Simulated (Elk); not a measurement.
Band structure of Mn₂SeS (R-3m, 4 atoms in the cell).

```
Mn2SeS
1.0
    1.72148     0.99390     5.50942
   -1.72148     0.99390     5.50942
    0.00000    -1.98779     5.50942
Mn Se S
2 1 1
Cartesian
  0.00000   0.00000   3.66746
  0.00000   0.00000  12.86081
  0.00000   0.00000   0.00000
  0.00000   0.00000   8.26413
```
Moments meant for the start (each program seeds them in its own way; μB, in the order of the atoms Mn Mn Se S): 4.0 4.0 0.0 0.0.

Level of theory: Elk with PBEsol, all-electron FP-LAPW, Elk's shipped species files, APW+lo basis with extra local orbitals.

Settings: xctype = 22; spinpol = true; rgkmax = 8; swidth = 0.00367493 Ha; ngridk = 6 6 6; reducebf = 0.5; gmaxvr = 16 1/bohr; nxlo = 2; lorbcnd = true; rmtscf = 0.84; lmaxi = 2; maxscl = 100; bfcmt = [[0.0, 0.0, -2.0], [0.0, 0.0, -2.0], [0.0, 0.0, 0.0], [0.0, 0.0, 0.0]].

The starting cell comes from a database of computed structures (which also holds hypothetical and non-ambient phases and stackings), without a prior relaxation at this level. The magnetic order is the one reached from the typed start; others were not searched systematically. Values depend on the basis (sphere radii, cutoffs, local orbitals), which need not be converged.

Levels in eV from the Fermi level, bands 21 to 28 of the first spin channel:
| point | 21 | 22 | 23 | 24 | 25 | 26 | 27 | 28 |
|---|---|---|---|---|---|---|---|---|
| B | -3.73 | -1.46 | -0.92 | -0.33 | 0.18 | 0.33 | 0.58 | 1.15 |
| Z | -1.89 | -1.46 | -1.46 | 0.24 | 0.69 | 0.69 | 0.84 | 1.31 |
| Γ | -1.86 | -0.47 | -0.47 | -0.29 | -0.29 | 0.27 | 1.01 | 1.01 |
| X | -3.69 | -1.39 | -0.94 | -0.40 | 0.23 | 0.28 | 0.65 | 0.98 |

Bands cross the Fermi level along this path, so the cell is metallic at this level.

The net moment of the cell came out as 3.34 μB.
